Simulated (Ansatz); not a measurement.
Ca2BeN2 (model structure, started from the Ca2ZnN2 type, I4/mmm, No. 139, 5 atoms in the cell) was calculated with LDA in Ansatz (PAW).

Settings: plane-wave cutoff 520 eV, 14×14×14 k mesh, Fermi–Dirac smearing 0.01 eV, scalar-relativistic PAW data made under PBE.

Cell (relaxed at this level):

Space group I4/mmm (No. 139); a = b = 3.473 Å, c = 11.340 Å, α = β = γ = 90.00°

```csv
atom,site,symmetry,x,y,z
Ca,4e,4mm,0.0000,0.0000,0.3444
Be,2a,4/mmm,0.0000,0.0000,0.0000
N,4e,4mm,0.0000,0.0000,0.1344
```
(The calculation used a cell of 5 atoms; values per cell refer to that cell.)

### Question
Estimate the band gap and bulk modulus that the calculation returns.

### Answer

- band gap: 1.11 eV (on the SCF k mesh)
- bulk modulus: 101 GPa

Note: the bulk modulus is −V dP/dV from two relaxed cells at ±2 % in volume; the relaxation could raise the start's symmetry but not lower it, so the cell can be a saddle point.

Computed values are for the static lattice.

A model structure was made by putting elements into a prototype or built by hand; it is no filed structure, need not be a known phase, and can be a saddle point held by its symmetry.

Ansatz is an electronic-structure program.
